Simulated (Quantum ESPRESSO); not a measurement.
Band structure of BiO2 (P6_3/mmc, 6 atoms in the cell).

```yaml
crystal:
  lattice:
    - [3.56529, 0.00000, 0.00000]
    - [-1.78265, 3.08763, 0.00000]
    - [0.00000, 0.00000, 11.14224]
  atoms:
    - { symbol: Bi, position: [0.00000, 0.00000, 0.00000] }
    - { symbol: Bi, position: [0.00000, 0.00000, 0.50000] }
    - { symbol: O, position: [0.66667, 0.33333, 0.08731] }
    - { symbol: O, position: [0.33333, 0.66667, 0.91269] }
    - { symbol: O, position: [0.33333, 0.66667, 0.58731] }
    - { symbol: O, position: [0.66667, 0.33333, 0.41269] }
```

Method of the run: PBEsol, PseudoDojo standard norm-conserving (PBESOL) pseudopotentials (plane waves; Quantum ESPRESSO).

Settings: ecutwfc = 85 Ry; occupations = smearing; smearing = cold; degauss = 0.0036749 Ry; potentials = {Bi: Bi.upf, O: O.upf}; K_POINTS = automatic 7 7 2 0 0 0; nbnd = 33; conv_thr = 1e-11 Ry; mixing_beta = 0.3.

The starting cell comes from a database of computed structures (which also holds hypothetical and non-ambient phases and stackings), without a prior relaxation at this level. Spin-orbit coupling is off. The run gives no clean gap (levels at the Fermi energy touch, overlap or are partly filled at this smearing), which alone does not show that the compound is a metal.

Levels in eV from the Fermi level, bands 25 to 32:
```csv
point,25,26,27,28,29,30,31,32
Γ,-2.45,-2.00,-1.79,-1.31,1.78,2.01,5.91,5.91
M,-1.97,-1.70,-0.01,0.06,3.04,3.46,5.82,6.19
K,-1.61,-1.61,0.45,0.47,4.59,4.96,6.32,6.32
A,-2.30,-2.30,-1.48,-1.48,1.89,1.89,5.93,5.93
L,-1.83,-1.83,0.03,0.03,3.24,3.24,5.97,5.97
H,-1.63,-1.63,0.46,0.46,4.75,4.75,6.33,6.33
```

Bands cross the Fermi level along this path, so the cell is metallic at this level.
